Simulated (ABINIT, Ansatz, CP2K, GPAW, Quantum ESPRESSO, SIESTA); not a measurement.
# MgAu₃ (Pm-3m, 4 atoms in the cell) computed with different codes at matched settings

Self-consistent single point.

```
CELL_PARAMETERS angstrom
      4.10653     0.00000     0.00000
      0.00000     4.10653     0.00000
      0.00000     0.00000     4.10653
ATOMIC_POSITIONS crystal
  Mg 0.00000 0.00000 0.00000
  Au 0.50000 0.50000 0.00000
  Au 0.00000 0.50000 0.50000
  Au 0.50000 0.00000 0.50000
```

Shared settings, as Ansatz (a first-principles code) writes them: kpoints.mp_grid.grid = 6 6 6; scf.occupations.method = fermi_dirac; scf.occupations.width = 0.1 eV. Potentials and cutoffs stand in the table.

```tsv
code	model	pressure (GPa)	cutoff
ABINIT	LDA (PW92), norm-conserving pseudopotentials (PseudoDojo nc-sr-04 LDA standard)	-6.89	42 Ha
SIESTA	LDA PW92, numerical atomic orbitals DZP, PseudoDojo LDA standard norm-conserving potentials (rewritten from UPF to PSML)	-10.07	grid 400 Ry
GPAW	LDA (Perdew-Wang 92), GPAW PAW datasets LDA (gpaw-data 1.0.1)	-5.28	850 eV
Ansatz	LDA (PW92), PAW files made with PBE	-6.74	420 eV
CP2K	LDA (Pade form), GPW, TZVP-MOLOPT-SR-GTH basis, GTH-PADE potentials (GTH_POTENTIALS)	-2.78	grid 500 Ry
Quantum ESPRESSO	LDA (PZ), GBRV 1.5 ultrasoft (LDA) pseudopotentials	-6.99	40 Ry
```

On Ansatz's run: spin-orbit coupling is off.

The spread over the programs that give each value: pressure within 7.29 GPa.

SIESTA and CP2K use small atom-centred bases, whose incompleteness enters pressures, forces and empty levels differently from a plane-wave cutoff. Ansatz's pressure is given at a fixed set of plane waves, as the other plane-wave codes print theirs; with its correction for the finite basis it is -6.70 GPa. The same LDA comes in different parametrisations, which differ slightly. In the pressure, SIESTA (by 3.25), GPAW (by 1.53) and CP2K (by 4.03) lie more than 1 GPa from the median of the plane-wave programs.

The starting cell comes from a database of computed structures (which also holds hypothetical and non-ambient phases and stackings), without a prior relaxation at this level.

Left out of this page: Elk (not drawn, or without a comparable value).

Keys are those of Ansatz 0.2.
